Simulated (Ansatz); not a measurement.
The reference is GeSe in the GeS type structure (space group Pnma, No. 62; a = 10.5197 Å, b = 3.8238 Å, c = 4.1422 Å; layered, stacked along the Cartesian x axis). Axes: x, y, z lie along a, b, c of the conventional cell.

All numbers come from Ansatz (an electronic-structure program) PBEsol-D3(BJ), scalar-relativistic without spin-orbit coupling, earlier PAW set.

Strains are applied to the cell and any free atomic positions relax; under biaxial strain the out-of-plane vector relaxes too.

One change was made to it. Results:

The band gap becomes zero (base: 0.11 eV); the pressure (mean of the normal stresses, compression positive) goes from zero to 0.7 GPa; the shortest interatomic distance decreases by 0.3 pm, from 255.9 pm to 255.6 pm.

**Question.** Name the change that was made.
(A) isotropic strain +2.34 %
(B) uniaxial strain ε_zz = −2.02 %
(C) biaxial strain −0.80 %, plane normal [001], relaxed out of plane
(D) isotropic strain +0.61 %

**Answer.** B, uniaxial strain ε_zz = −2.02 %. For comparison, the band gap in the other runs: biaxial strain −0.80 %, plane normal [001], relaxed out of plane gives 0.16 eV; isotropic strain +0.61 % gives 0.21 eV; isotropic strain +2.34 % gives 0.49 eV.

The mesh was chosen for an insulator and is coarse for the gapless case. No phonon test of stability was made. The final runs are not spin-polarised. The program warned that a D3 coordination switch lies within reach, so dispersion energies are less smooth here. The zero or small gap of GeSe can change with the level of theory.
